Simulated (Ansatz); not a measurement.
The parent structure is Cu in the fcc (Cu type) structure (space group Fm-3m, No. 225; a = 3.5638 Å).

Structures relaxed with plane-wave PAW DFT at the PBEsol level (Ansatz, an electronic-structure program, 420 eV), without spin-orbit coupling.

Base:

Simulated powder pattern, Mo Kα, λ = 0.71073 Å (kinematic, ideal powder, no thermal factors, no anomalous dispersion; the 8 strongest lines at most, above 2 %, up to 2θ = 40°):

| 2θ (°) | I/Imax (%) | hkl |
|---|---|---|
| 19.89 | 100 | (111) |
| 23.01 | 49 | (200) |
| 32.76 | 30 | (220) |
| 38.62 | 32 | (311) |

Modification: full substitution Cu → Au, then cell and atoms are relaxed.

Question: Predict the new powder pattern.

Answer: 
Simulated powder pattern, Mo Kα, λ = 0.71073 Å (kinematic, ideal powder, no thermal factors, no anomalous dispersion; the 8 strongest lines at most, above 2 %, up to 2θ = 40°):

```
2θ (°)  d (Å)  I/Imax (%)    hkl
------  -----  ----------  -----
17.34   2.358         100  (111)
20.05   2.042          51  (200)
28.50   1.444          38  (220)
33.55   1.231          47  (311)
35.09   1.179          13  (222)
```

The indices refer to each structure's own conventional cell; one index is shown for lines that coincide.

No phonon test of stability was made. The final runs are not spin-polarised.
